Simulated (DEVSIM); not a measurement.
System: Ti/SiO2/p-Si capacitor, at 300 K.

Layer 1 from the left is SiO2, thickness (nm) 34.0. Layer 2 from the left is Si, thickness (nm) 1900, Na (cm⁻³) 9.2e16.

Metal gate on the left, work function 4.33 eV. Fixed charge at the semiconductor interface 9.8e10 cm⁻² (in units of +e); no interface traps.

This is a model device: material constants are rounded textbook-type values typed into the input, and sizes, dopings and lifetimes were drawn at random. Values at 300 K.

SiO2: gap (eV) 9, affinity (eV) 0.9, permittivity 3.9. Si: gap (eV) 1.124, affinity (eV) 4.05, permittivity 11.7, Nc (cm⁻³) 2.86e19, Nv (cm⁻³) 3.1e19.

DEVSIM, 1D Poisson equation in equilibrium, Boltzmann statistics, complete ionisation; no quantum confinement or tunnelling. Metal contacts follow the ideal Schottky-Mott rule: no Fermi-level pinning, no interface dipoles.

### Question
What does the simulation give for the minimum of the low-frequency capacitance, the flat-band voltage?

### Answer
minimum of the low-frequency capacitance 0.0526 μF/cm²; flat-band voltage -0.85 V.
